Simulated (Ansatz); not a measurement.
Results of r²SCAN+SOC (PAW; Ansatz, an electronic-structure program) for A15 Nb₃Sn (cubic form, which distorts at low temperature).

Run with plane-wave cutoff 560 eV, 10×10×10 k mesh, Fermi–Dirac smearing 0.05 eV, PAW data made under PBE.

Cell (relaxed at this level):

Space group Pm-3n (No. 223); a = 5.3042 Å, b = 5.3042 Å, c = 5.3042 Å, α = 90.00°, β = 90.00°, γ = 90.00°

```json
[
 {"atom": "Nb", "site": "6c", "symmetry": "-4m.2", "x": "0.0000", "y": "0.5000", "z": "0.2500"},
 {"atom": "Sn", "site": "2a", "symmetry": "m-3.", "x": "0.0000", "y": "0.0000", "z": "0.0000"}
]
```

Question: What does this level give for the bulk modulus and pressure derivative B′ of the bulk modulus?

Answer: 
* **bulk modulus**: 170 GPa
* **pressure derivative B′ of the bulk modulus**: 4.1

The run finds no gap.

Measured, for comparison: bulk modulus 165 GPa (4 K, zero-point motion not removed; as tabulated in Lu and Klein (1997), arXiv:cond-mat/9704251). Computed (rounded) less measured: bulk modulus +3 %.

Note: symmetry holds this phase in the static calculation, where it need not be a minimum.
